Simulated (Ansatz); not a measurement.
Functionals compared on a constructed model of the (110) surface of bcc V, a pseudomorphic layer of Mo in the host's stacking (bottom of the slab: a bare face, its two planes held), in Ansatz (plane waves, PAW). The structure was relaxed with PBE; the other rows are single points on it. Cutoff 420 eV (500 eV for r2SCAN).

Model: 7-atom slab, 13.4 Å thick at the start, 15x15x1 mesh, Fermi-Dirac 0.1 eV, dipole correction, 2 atoms held, the rest relaxed; symmetry of the start imposed; no spin, no spin-orbit, no U. It is one candidate, not shown to be the stable structure of the face. These notes are the PBE run's.

```tsv
functional	work function of the top face (eV)	rough cost of the single point
PBE	4.69	–
RPBE	4.54	about 70 core-seconds (a rough figure)
r2SCAN	[?]	very roughly 110 core-seconds
```

Task: Complete the blanks.

Result: 
- r2SCAN, work function of the top face (eV): 4.76

Ansatz is a first-principles code.
